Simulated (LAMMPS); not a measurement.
MD of Cr (bcc) at zero pressure, 4394 atoms, as a crystal; each row is its own run.

Method: classical MD, pair style eam/cd, file FeCr.cdeam; code LAMMPS.

```
T (K)  enthalpy (eV/atom)
-----  ------------------
200               -3.7839
300               -3.7575
980               -3.5755
1310              -3.4870
1960              -3.3090
2290              -3.2158
```

### Question
Fit a straight line, y = a + b x, to these rows (x is the first column, y the second) and predict the run at x = 1640.

### Answer
Least squares gives a = -3.8397 and b = 0.0002713. At x = 1640 the fit predicts -3.3949 eV/atom. The run itself gave -3.3970 ± 0.0003 eV/atom, so the fit is 2.1 meV/atom high.

Caution (rows 1310; 1640; 1960; 2290): a run this short can hold a crystal over, or a liquid under, the potential's own melting point, which these runs don't give.

Caution (row 2290): this crystal lies over the measured melting point of 2180 K, so it is superheated or the potential melts high.
